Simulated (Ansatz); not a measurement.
Base system: Hf in the hcp (Mg type) structure (space group P6_3/mmc, No. 194; relaxed with 0.1 eV smearing).

```yaml
crystal:
  lattice:
    - [3.19829, 0.00000, 0.00000]
    - [-1.59915, 2.76980, 0.00000]
    - [0.00000, 0.00000, 5.04882]
  atoms:
    - { symbol: Hf, position: [0.66667, 0.33333, 0.75000] }
    - { symbol: Hf, position: [0.33333, 0.66667, 0.25000] }
```

Cartesian axes are those of the cell as printed.

Computed with Ansatz (a program for electronic structure), r2SCAN, PAW, cutoff 500 eV, spin-orbit coupling left out.

The change: the cell is compressed by 1.00 % along z with no lateral relaxation, atoms relaxed at fixed cell.

**Question.** Predict the stress tensor and what it implies for the stiffness.

**Answer.** Stress of the strained cell less that of the base (GPa, compression positive):
```
    0.7     0.0     0.0
    0.0     0.7     0.0
    0.0     0.0     2.1
```

Then −Δσ_ii/ε with ε = -0.0100 gives relaxed-ion elastic constants: C33 ≈ 209 GPa, C13 ≈ 67 GPa and C23 ≈ 67 GPa.

Whether these cells are dynamically stable was not tested. The final runs are not spin-polarised.
